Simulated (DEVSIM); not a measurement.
Device: abrupt Si n-p junction, at 350 K.

| layer (left to right) | material | thickness (μm) | Nd (cm⁻³) | Na (cm⁻³) | τn (s) | τp (s) |
|---|---|---|---|---|---|---|
| 1 | Si | 34.0 | 4.3e15 | - | 0.0006 | 0.0006 |
| 2 | Si | 8.00 | - | 2.5e17 | 0.00018 | 0.0006 |

Left contact: ohmic. Right contact: ohmic. Voltage is applied to the left contact. Recombination: SRH at mid-gap. Mobility is constant in doping.

The device is made up for the run: typed textbook-type constants, with dimensions and the other settings drawn at random. Values at 300 K; Nc and Nv go as T^1.5, mobilities as T to minus their exponent, the gap by Varshni's rule with the affinity fixed.

```
parameter               Si
----------------  --------
gap (eV)             1.124
affinity (eV)         4.05
permittivity          11.7
Nc (cm⁻³)          2.86e19
Nv (cm⁻³)           3.1e19
μn (cm²/Vs)           1417
μp (cm²/Vs)            470
T exponent of μn       2.3
T exponent of μp       2.2
Varshni α (eV/K)  0.000473
Varshni β (K)          636
```

DEVSIM, 1D drift-diffusion, Boltzmann statistics, complete ionisation; no tunnelling, impact ionisation, image-force lowering or self-heating.

### Question
Tabulate band edges, carrier densities and field at zero bias.

### Answer
Energies count from the Fermi level of the right contact; mesh points crowd at the junctions.

```csv
x (μm),Ec (eV),Ev (eV),n (cm⁻³),p (cm⁻³),field (V/cm)
0.000,0.272,-0.838,4.3e15,3.3e7,≈ 0
0.04256,0.272,-0.838,4.3e15,3.3e7,≈ 0
0.1605,0.272,-0.838,4.3e15,3.3e7,≈ 0
0.4872,0.272,-0.838,4.3e15,3.3e7,≈ 0
2.020,0.272,-0.838,4.3e15,3.3e7,≈ 0
5.639,0.272,-0.838,4.3e15,3.3e7,≈ 0
15.67,0.272,-0.838,4.3e15,3.3e7,≈ 0
29.21,0.272,-0.838,4.3e15,3.3e7,≈ 0
32.29,0.272,-0.838,4.3e15,3.3e7,≈ 0
33.40,0.274,-0.837,4.1e15,3.5e7,220
33.80,0.471,-0.640,6.0e12,2.4e10,15000
33.97,0.821,-0.290,5.4e7,2.6e15,27000
34.00,0.933,-0.178,1300000,1.1e17,26000
34.05,0.958,-0.152,570000,2.5e17,120
34.27,0.958,-0.152,570000,2.5e17,≈ 0
34.80,0.958,-0.152,570000,2.5e17,≈ 0
36.25,0.958,-0.152,570000,2.5e17,≈ 0
39.34,0.958,-0.152,570000,2.5e17,≈ 0
41.35,0.958,-0.152,570000,2.5e17,≈ 0
41.78,0.958,-0.152,570000,2.5e17,≈ 0
41.94,0.958,-0.152,570000,2.5e17,≈ 0
42.00,0.958,-0.152,570000,2.5e17,≈ 0
```
